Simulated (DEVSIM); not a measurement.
Structure: abrupt Si p-n junction, at 300 K.

| layer (left to right) | material | thickness (μm) | Nd (cm⁻³) | Na (cm⁻³) | τn (s) | τp (s) |
|---|---|---|---|---|---|---|
| 1 | Si | 66.0 | - | 2.7e16 | 0.00011 | 0.00011 |
| 2 | Si | 5.50 | 2.6e15 | - | 0.00011 | 0.00011 |

Left contact: ohmic. Right contact: ohmic. Voltage is applied to the left contact. Recombination: SRH at mid-gap, Auger. Gap narrowing is on: ΔEg = 6.92 meV × (l + √(l² + 0.5)), l = ln(N/1.3e17 cm⁻³), shared equally by both band edges. Mobility is μmin + (μ − μmin)/(1 + (N/Nref)^α).

The device is made up for the run: typed textbook-type constants, with dimensions and the other settings drawn at random. Values at 300 K.

| parameter | Si |
|---|---|
| gap (eV) | 1.124 |
| affinity (eV) | 4.05 |
| permittivity | 11.7 |
| Nc (cm⁻³) | 2.86e19 |
| Nv (cm⁻³) | 3.1e19 |
| μn (cm²/Vs) | 1417 |
| μp (cm²/Vs) | 470 |
| μn,min | 52 |
| μp,min | 45 |
| Nref,n | 9.7e16 |
| Nref,p | 2.2e17 |
| αn | 0.68 |
| αp | 0.72 |
| Cn (cm⁶/s) | 2.8e-31 |
| Cp (cm⁶/s) | 9.9e-32 |

Model (solved in DEVSIM): 1D drift-diffusion, Boltzmann statistics, complete ionisation; no tunnelling, impact ionisation, image-force lowering or self-heating.

Q: Tabulate band edges, carrier densities and field at 0.9 V on the left contact.

A: Energies count from the Fermi level of the right contact; mesh points crowd at the junctions.

```csv
x (μm),Ec (eV),Ev (eV),n (cm⁻³),p (cm⁻³),field (V/cm)
0.000,0.041,-1.082,4500,2.7e16,34
0.04535,0.041,-1.082,1.7e13,2.7e16,34
0.1683,0.041,-1.082,6.2e13,2.7e16,34
0.5314,0.043,-1.080,1.9e14,2.7e16,34
2.292,0.048,-1.075,7.4e14,2.8e16,32
6.397,0.061,-1.062,1.7e15,2.9e16,30
18.52,0.096,-1.026,2.9e15,3.0e16,28
50.81,0.185,-0.938,3.5e15,3.1e16,27
60.76,0.212,-0.911,3.6e15,3.1e16,27
64.20,0.221,-0.902,3.6e15,3.1e16,27
65.39,0.224,-0.898,3.6e15,3.1e16,27
65.87,0.226,-0.897,3.6e15,3.1e16,11
65.97,0.222,-0.901,4.1e15,2.6e16,-1600
66.00,0.210,-0.914,6.7e15,1.6e16,-5100
66.09,0.196,-0.927,1.1e16,9.2e15,-190
66.30,0.196,-0.927,1.1e16,8.7e15,40
66.90,0.199,-0.925,1.0e16,7.8e15,43
68.62,0.208,-0.916,7.8e15,5.2e15,61
70.76,0.226,-0.897,4.2e15,1.6e15,140
71.26,0.235,-0.889,3.2e15,6.0e14,210
71.43,0.239,-0.885,2.8e15,1.8e14,260
71.50,0.241,-0.883,2.6e15,45000,270
```
